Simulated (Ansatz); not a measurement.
## Response to strain in LuSb

Base system: LuSb in the rock salt structure (space group Fm-3m, No. 225; a = 5.996 Å; a cell from a computed database, its experimental status unchecked; relaxed with 0.1 eV smearing). Axes: x, y, z lie along the cube axes.

Strains are applied to the cell and any free atomic positions relax; under biaxial strain the out-of-plane vector relaxes too.

Calculations: Kohn–Sham DFT with the PBEsol functional, run in Ansatz (a quantum-chemistry and plane-wave program) with PAW and 420 eV plane waves, no SOC.

Notes on the quantities. pressure: mean of the normal stresses, compression positive.

| change | volume per atom | pressure |
|---|---|---|
| base | 26.94 Å³ | 0.0 GPa |
| biaxial strain −3.04 %, plane normal [110], relaxed out of plane | 25.88 Å³ | 3.0 GPa |
| biaxial strain +4.88 %, plane normal [110], relaxed out of plane | 28.64 Å³ | -3.5 GPa |
| isotropic strain +5.68 % | 31.80 Å³ | -8.0 GPa |
| uniaxial strain ε_yy = −0.77 % | 26.74 Å³ | 0.5 GPa |
| tensor shear ε_yz = −1.60 % | 26.94 Å³ | 0.0 GPa |
| tensor shear ε_yz = −0.91 % | 26.94 Å³ | 0.0 GPa |

A biaxial case was relaxed in a doubled cell and then solved in the primitive one. Stability against distortions was not tested. The final runs are not spin-polarised.
